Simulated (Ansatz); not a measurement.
Take Na in the bcc (W type) structure (space group Im-3m, No. 229; a = 4.173 Å; relaxed with 0.1 eV smearing) as the base. Axes: x, y, z lie along the cube axes.

Calculations: DFT with PBEsol, PAW potentials and a 420 eV plane-wave cutoff in Ansatz (a quantum-chemistry and plane-wave program), scalar-relativistic without spin-orbit coupling.

One thing is altered: biaxial strain −3.00 %, plane normal [001], relaxed out of plane (Cartesian); in-plane vectors clamped, the third vector and the atoms free.

### Question
Predict the new ratio −ε⊥/ε∥.

### Answer
The ratio −ε⊥/ε∥ amounts to 1.97.

### Question
How does this affect the energy relative to the base?

### Answer
The energy increases by 0.5 meV/atom.

Stability against distortions was not tested.
